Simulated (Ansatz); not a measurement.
# Wire resistance of Mo and of Cu

Mo (Im-3m): ρ₀ = 5.77 μΩ·cm, ℓ = 12.2 nm. Cu (Fm-3m): ρ₀ = 1.81 μΩ·cm, ℓ = 38.4 nm. Both at 300 K by PBE, DFPT electron-phonon coupling, linearised Boltzmann equation (plane waves, PAW, scalar-relativistic; Ansatz, an electronic-structure program); third figures are kept for the arithmetic, and halving the electron mesh moves ρ₀ by up to 1 and 1 % at 300 K, and ℓ by up to 2 and 1 % (the most at any temperature). Cell of Mo: a = 2.7381 Å, b = 2.7381 Å, c = 2.7381 Å, α = 109.47°, β = 109.47°, γ = 109.47°. Remarks on Mo: eigensolver warning.

Square wire of width d: ρ − ρ₀ = ρ₀ℓ × [0.75(1 − p)/d + 1.5R/((1 − R)D)], with p = 0.2, R = 0.5, D = d.

Write ρ(d) for both metals.

With D = d the size term is Kρ₀ℓ/d, K = 0.75 × 0.8 + 1.5 × 0.5/0.50 = 2.10. Mo: ρ₀ℓ = 7.04×10⁻¹⁶ Ω·m², ρ = 5.77 + 148/d. Cu: 6.95×10⁻¹⁶ Ω·m², ρ = 1.81 + 146/d (μΩ·cm, d in nm).

Do these numbers give a width at which Mo overtakes?

Nowhere: neither ρ₀ nor ρ₀ℓ of Mo lies under that of Cu. One of the two differences is smaller than the summed mesh changes, so finer meshes could alter this. For one path shared by all states the runs give ρ₀ℓ = 6.09 and 6.75×10⁻¹⁶ Ω·m², in the other order, so the narrow-wire verdict is unsettled.

Give copper a liner of 1 nm on each side that carries no current, and suppose that Mo needs no liner. Tabulate ρL/d² for L = 1 μm against the trench width w. Take w = 9, 16, 20, 45 nm.


| w (nm) | ρ, Mo (μΩ·cm) | Ω/μm, Mo | core d (nm) | ρ, Cu (μΩ·cm) | Ω/μm, Cu |
|---|---|---|---|---|---|
| 9 | 22 | 2700 | 7 | 23 | 4600 |
| 16 | 15.0 | 590 | 14 | 12.2 | 620 |
| 20 | 13.2 | 330 | 18 | 9.9 | 310 |
| 45 | 9.1 | 45 | 43 | 5.2 | 28 |

The line of Mo has the lower resistance at w = 9, 16 nm. The line of Cu has the lower resistance at w = 20, 45 nm. For Cu, d lies under 0.3 ℓ at w = 9 nm, where the formula is only a guide.

The formula is the first-order form of the Fuchs-Sondheimer and Mayadas-Shatzkes models for a square wire of an isotropic metal and fails where d lies far under ℓ. Neither p nor R nor D comes from the calculation. With a current-weighted ℓ the product lies above the one-path value, by more the wider the paths spread. ρ₀ is phonon-limited: no impurities, no disorder, and the values belong to this polymorph, stable or not.
